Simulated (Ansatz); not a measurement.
Take a 16-atom supercell of BAs in the zinc blende structure (space group F-43m, No. 216; a = 4.768 Å) at its relaxed geometry as the base.

Method: Kohn–Sham DFT with the PBEsol functional, run in Ansatz (a quantum-chemistry and plane-wave program) with PAW and 420 eV plane waves, spin-orbit coupling left out, earlier PAW set.

Before the change:

* **Pressure**: 0.0 GPa

One thing is altered: one B atom is added in an open site, starting 1.95 Å from the nearest host atom, atoms relaxed at fixed cell, starting from a slightly rattled geometry.

**Question.** How does this affect the final site of the added atom, pressure and largest displacement of a host atom from its site in the perfect cell?

**Answer.** The final site of the added atom amounts to 3 B at 1.81 Å and 3 As at 2.14 Å; the pressure goes from zero to 5.3 GPa; the largest displacement of a host atom from its site in the perfect cell comes out as 0.14 Å.

The magnetic state is the one reached from the starting moments; the real material's order can differ, and small cells can't hold many antiferromagnetic ones. The cell is small, so the values are those of an ordered compound at a high defect concentration; dilute-limit values will differ. The mesh was chosen for an insulator and is coarse for the gapless case. Starting moments died away, wholly or in part, for B interstitial (started 1.95 Å from the nearest host atom); another magnetic solution may exist. The defect cell is spin-polarised and ends with 0.0 μB.
